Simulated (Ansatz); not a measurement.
System: SiNi (Pnma, No. 62). Method: PBE (plane waves, PAW; Ansatz, a quantum-chemistry and plane-wave program).

Settings: plane-wave cutoff 520 eV, 12×16×10 k mesh (along the axes of the cell as run), Fermi–Dirac smearing 0.05 eV, no spin polarisation, scalar-relativistic PAW data made under PBE.

Cell (relaxed at this level):

```
NiSi
1.0
    5.17654     0.00000     0.00000
    0.00000     3.36242     0.00000
    0.00000     0.00000     5.61681
Si Ni
4 4
Direct
  0.82078   0.75000   0.58358
  0.17922   0.25000   0.41642
  0.67922   0.25000   0.08358
  0.32078   0.75000   0.91642
  0.50805   0.25000   0.68834
  0.49195   0.75000   0.31166
  0.99195   0.75000   0.18834
  0.00805   0.25000   0.81166
```

**Question.** Estimate the bulk modulus that the calculation returns.

**Answer.** 
- bulk modulus = 166 GPa

Measured, for comparison: bulk modulus 165 ± 3 GPa (temperature not stated, not corrected to a static lattice; as tabulated in Phonons and Thermal Expansion Behavior of NiSi and NiGe). Computed (rounded) less measured: bulk modulus +0.6 % (inside the measured uncertainty).

Note: the bulk modulus is −V dP/dV from two relaxed cells at ±2 % in volume.

The computed numbers hold no vibrational or temperature effects.
